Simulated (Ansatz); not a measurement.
Worked example: self-consistent single point of GeRh (Pm, 8 atoms in the cell) in Ansatz (a first-principles code).

Level of theory: LDA (PW92), default PAW files made with PBE (plane waves; Ansatz).

```yaml
crystal:
  lattice:
    - [5.64434, 0.00000, 0.00000]
    - [0.00000, 3.27744, 0.00000]
    - [0.00000, 0.00000, 6.42521]
  atoms:
    - { symbol: Ge, position: [0.80826, 0.75000, 0.44421] }
    - { symbol: Ge, position: [0.19174, 0.25000, 0.56357] }
    - { symbol: Ge, position: [0.69174, 0.25000, 0.93643] }
    - { symbol: Ge, position: [0.30826, 0.75000, 0.06357] }
    - { symbol: Rh, position: [0.99544, 0.75000, 0.79662] }
    - { symbol: Rh, position: [0.00456, 0.25000, 0.20338] }
    - { symbol: Rh, position: [0.50456, 0.25000, 0.29662] }
    - { symbol: Rh, position: [0.49544, 0.75000, 0.70338] }
```

Reference input (self-consistent single point, DFT, LDA (PW92), plane waves, default PAW files made with PBE): basis.ecutwfc = 420 eV; kpoints.mp_grid.grid = 4 7 3; hamiltonian.xc = lda; hamiltonian.pseudopotentials = {kind: paw} (the program's default PAW files); scf.occupations.method = gaussian; scf.occupations.width = 0.1 eV. This run's input differs from it in these lines:

Ansatz 0.2 input:
```diff
@@ -17,3 +17,3 @@
 kpoints:
-  mp_grid: { grid: [4, 7, 3] }
+  mp_grid: { grid: [5, 8, 4] }
 hamiltonian:
@@ -22,3 +22,3 @@
 scf:
-  occupations: { method: gaussian, width: 0.1 eV }
+  occupations: { method: gaussian, width: 0.3 eV }
 output:
```

Output (repeated stretches shortened):

```
SCF iter   1: F=—  HF=-41982.228976 eV  |F-HF|=—  |Δ(HF+E_count)|=         —  Δρ=1.06e-2  dr2=1.32e-1  ethr=1.77e-3  ⟨swp⟩=5.0  Hψ=13100  notcnv=0
all-band conjugate gradients solve this SCF's bands
preconditioner: auto → Kerker (q_TF=auto, 2.748 Å⁻¹)
SCF iter   2: F=—  HF=-41982.210320 eV  |F-HF|=—  |Δ(HF+E_count)|=   1.87e-2  Δρ=5.28e-3  dr2=3.55e-2  ethr=1.07e-4  ⟨swp⟩=1.0  Hψ=4787  notcnv=0
SCF iter   3: F=—  HF=-41982.203888 eV  |F-HF|=—  |Δ(HF+E_count)|=   6.43e-3  Δρ=1.07e-3  dr2=1.08e-3  ethr=2.87e-5  ⟨swp⟩=2.0  Hψ=4722  notcnv=0
SCF iter   4: F=—  HF=-41982.203368 eV  |F-HF|=—  |Δ(HF+E_count)|=   5.20e-4  Δρ=4.41e-4  dr2=3.12e-4  ethr=8.70e-7  ⟨swp⟩=2.0  Hψ=5527  notcnv=0
SCF iter   5: F=—  HF=-41982.203253 eV  |F-HF|=—  |Δ(HF+E_count)|=   1.16e-4  Δρ=1.37e-4  dr2=2.48e-5  ethr=2.52e-7  ⟨swp⟩=2.0  Hψ=6390  notcnv=0
SCF iter   6: F=—  HF=-41982.203246 eV  |F-HF|=—  |Δ(HF+E_count)|=   6.43e-6  Δρ=2.73e-5  dr2=7.27e-7  ethr=2.00e-8  ⟨swp⟩=2.0  Hψ=6412  notcnv=0
SCF iter   7: F=-41982.203246 eV  HF=-41982.203246 eV  |F-HF|=5.90e-8  |Δ(HF+E_count)|=   9.34e-8  Δρ=6.83e-6  dr2=9.14e-8  ethr=8.06e-11  ⟨swp⟩=8.3  Hψ=17293  notcnv=0
SCF 1 converged in 7 iterations: F = -41982.203246 eV  dr2 = 9.14e-8
Free energy (F): -41982.203246 eV
Internal energy: -41982.049253 eV  (E = F + TS)
E sigma→0 (E₀):  -41982.126250 eV
Entropy (-TS):   -0.153993 eV (-19.249 meV/atom)
Fermi energy:    16.918758 eV
--- Forces (eV/Å), atoms counted from 1 ---
  atom   1  Ge    -0.04850415     0.00000000    -0.63079158
  atom   2  Ge     0.15806016     0.00000000     0.04201398
  atom   3  Ge     0.12021238     0.00000000    -0.00248333
  atom   4  Ge    -0.14508264     0.00000000     0.16871214
  atom   5  Rh     0.02440346     0.00000000     0.19307209
  atom   6  Rh    -0.05090493     0.00000000     0.07783943
  atom   7  Rh     0.07443387     0.00000000     0.09659421
  atom   8  Rh    -0.13261400     0.00000000     0.05504308
--- Stress (GPa, compression-positive) ---
       -4.524311       0.000000       0.086679
        0.000000      -4.017322       0.000000
        0.086678       0.000000      -4.355171
  P = ⅓ Tr σ = -4.2989 GPa (-42.989 kbar)
  The stress holds the Pulay correction. Without it, at fixed plane waves, as pw.x and ABINIT print it: P = -4.3649 GPa
```

The run converged in 7 iterations. Against the reference run the free energy falls by 7.8 meV/atom, the pressure stays near -4.30 GPa while the yy stress (positive for compression) goes from -5.16 to -4.02 GPa and the largest force goes from 0.553 to 0.633 eV/Å.

The starting cell comes from a database of computed structures (which also holds hypothetical and non-ambient phases and stackings), without a prior relaxation at this level. Its lattice was rescaled by up to half a per cent. One atom was moved a little off its site on purpose. Spin polarisation is off. With a pressure of about -4 GPa the cell is away from its equilibrium volume at this level. Ansatz's pressure includes its estimate of the finite-basis (Pulay) stress.

Cost on one core of a shared machine: roughly 40 s.
